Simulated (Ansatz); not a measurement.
Results of PBEsol (Ansatz, an electronic-structure program, plane waves, PAW) for LaN (model structure, started from the zincblende type, F-43m, No. 216, 2 atoms in the cell).

Numerical settings: plane-wave cutoff 520 eV, 10×10×10 k mesh, Fermi–Dirac smearing 0.01 eV, scalar-relativistic PAW data made under PBE.

Cell (relaxed at this level):

```cif
data_LaN
_chemical_formula_sum 'N1 La1'
_space_group_name_H-M_alt 'P 1'
_space_group_IT_number 1
_cell_length_a 3.92193
_cell_length_b 3.92193
_cell_length_c 3.92193
_cell_angle_alpha 60.000
_cell_angle_beta 60.000
_cell_angle_gamma 60.000
loop_
_space_group_symop_operation_xyz
  'x, y, z'
loop_
_atom_site_label
_atom_site_type_symbol
_atom_site_fract_x
_atom_site_fract_y
_atom_site_fract_z
_atom_site_occupancy
N1 N 0.75000 0.75000 0.75000 1
La1 La 0.00000 0.00000 0.00000 1
```

Problem. Give the computed band gap, smallest direct gap on the k points sampled and Γ–Γ gap.

Solution. 
band gap: 1.07 eV
smallest direct gap on the k points sampled: 2.22 eV
Γ–Γ gap: 3.15 eV

Note: the relaxation could raise the start's symmetry but not lower it, so the cell can be a saddle point.

Spin–orbit coupling is not included.

Computed values are for the static lattice.

A model structure was made by putting elements into a prototype or built by hand; it is no filed structure, need not be a known phase, and can be a saddle point held by its symmetry.
